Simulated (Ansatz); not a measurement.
Adsorption energy and surface dipole of F on the 1x1 (0001) surface of hcp Co, ferromagnetic, one in a 2x2 cell, started at the site 'hollow Co-Co-Co over Co at depth 2.0 Å', worked from the runs' numbers; total energies count from the potentials' own zero.

Level of theory: RPBE, at the PBE geometry (plane waves to 420 eV, PAW; Ansatz, a quantum-chemistry and plane-wave program).

Model: 17-atom slab, 6.0 Å thick at the start under the adsorbate (thin: gaps and levels are the slab's own), 7x7x1 mesh, Fermi-Dirac 0.1 eV, dipole correction, single point; on the structure that PBE left under its start's symmetry; spin-polarised, no spin-orbit, no U, no dispersion correction. The program's check for a lower electronic state was not made. At the end it is bonded to 3 Co. In PBE it is, or lies within 0.03 eV of, the lowest of the starts that converged; the order may differ at this level.

```json
[
 {"quantity": "slab with the adsorbate", "value": "-82902.149 eV"},
 {"quantity": "clean slab, same cell and mesh", "value": "-82091.492 eV"},
 {"quantity": "reference, ½ F2(g)", "value": "-807.793 eV"},
 {"quantity": "area of the cell", "value": "21.53 Å²"},
 {"quantity": "change of the step from the bottom to the top vacuum level", "value": "0.459 eV"}
]
```

What is the adsorption energy against this reference?

E(slab + adsorbate) − E(slab) − E(reference) = -2.86 eV, so in this state the adsorbate is more stable than in the reference, at a coverage of 4.65 a nm².

What dipole does adsorption add to the slab along the outward normal (Helmholtz relation, ε₀ = 0.005526 e/(V·Å))?

p = −ε₀·A·ΔV = -0.055 e·Å = -0.26 D; its negative end points to the vacuum, which raises the vacuum level.
